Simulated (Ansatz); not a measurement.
Take AlN in the wurtzite structure (space group P6_3mc, No. 186; a = 3.130 Å, c = 5.018 Å) as the base.

(Cell as relaxed with PBE.)

Levels (all Ansatz, an electronic-structure program, PAW): PBE (420 eV, no SOC); PBEsol (420 eV, no spin-orbit coupling).

Each level relaxes its own structure.

```csv
base,PBE,PBEsol
volume per atom,10.65 Å³,10.46 Å³
lattice parameter a,3.130 Å,3.114 Å
band gap,4.03 eV,4.09 eV
```

One thing is altered: every Al is replaced by Ga; the structure is relaxed again.

```tsv
quantity	PBE	PBEsol
electron mass	0.14 mₑ along c, 0.16 mₑ across (at Γ)	0.16 mₑ along c, 0.17 mₑ across (at Γ)
band gap	1.71 eV	1.88 eV
shift of the gap caused by the change	-2.32 eV	-2.22 eV
```

PBE's band gap lies 0.165 eV below PBEsol's; PBE's shift of the gap caused by the change lies 0.10 eV below PBEsol's. Neither level is exact; PBEsol is the comparison here, not a measurement.

Effective masses come from finite differences of ±0.01 Å⁻¹. Stability against distortions was not tested.
